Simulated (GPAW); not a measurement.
A working GPAW input for NbAs (I4_1md, 4 atoms in the cell) (DFT revPBE, plane waves, GPAW PAW datasets revPBE (gpaw-data 1.0.1)):

```python
from ase import Atoms
from ase.units import GPa
from gpaw import GPAW

atoms = Atoms(['Nb', 'Nb', 'As', 'As'],
              cell=[[-1.710218, 1.710218, 5.826493],
                    [1.710218, -1.710218, 5.826493],
                    [1.710218, 1.710218, -5.826493]],
              scaled_positions=[[0.749720, 0.749720, 0.000000],
                                [0.499720, 0.999720, 0.500000],
                                [0.167280, 0.167280, 0.000000],
                                [0.917280, 0.417280, 0.500000]],
              pbc=True)

calc = GPAW(mode={'name': 'pw', 'ecut': 550},
            xc='revPBE',
            kpts=(7, 7, 7),
            occupations={'name': 'methfessel-paxton', 'width': 0.2, 'order': 1},
            nbands=-12,
            convergence={'forces': 0.001},
            symmetry={'symmorphic': False, 'tolerance': 0.0005},
            maxiter=100,
            txt='-')

atoms.calc = calc

energy = atoms.get_potential_energy()
print('Energy (eV):', round(energy, 6))
forces = atoms.get_forces()
print('Forces (eV/Ang):')
print(forces.round(5))
stress = atoms.get_stress()
print('Stress (GPa, Voigt):', (stress / GPa).round(4))
```

The run converged in 18 iterations: free energy E − TS (from the program's reference atoms) -31.1790 eV; Fermi level (on the code's own zero) 11.00 eV; pressure 8.93 GPa; largest force (vector length) 0.061 eV/Å. Each of these slips is then made, one at a time:

(1)
```diff
-            nbands=-12,
+            nbands=18,
```

(2)
```diff
-calc = GPAW(mode={'name': 'pw', 'ecut': 550},
+calc = GPAW(mode={'name': 'pw', 'ecut': 120},
```

Q: How does each altered input end?

A: 
(1) Too few bands. The run converged in 46 iterations without an error; against the sound input the free energy goes up by 2.8 meV/atom, the pressure goes from 8.93 to 9.03 GPa and the largest force moves little (0.061 to 0.060 eV/Å).

(2) A basis or grid far too coarse for these potentials. The run converged in 15 iterations without an error; against the sound input the free energy goes up by 1.76 eV/atom, the pressure goes from 8.93 to -45.48 GPa and the largest force goes from 0.061 to 0.067 eV/Å.

The starting cell comes from a database of computed structures (which also holds hypothetical and non-ambient phases and stackings), without a prior relaxation at this level. Its lattice was rescaled by a random factor within 2.5 % of one. Spin polarisation is off. In the base run, with a pressure of about 9 GPa the cell is away from its equilibrium volume at this level.

Left out of this page: 3 runs of the series outside the window shown, repeating another row's setting, or not comparable; 1 run of the series stopped by limits of time or memory.
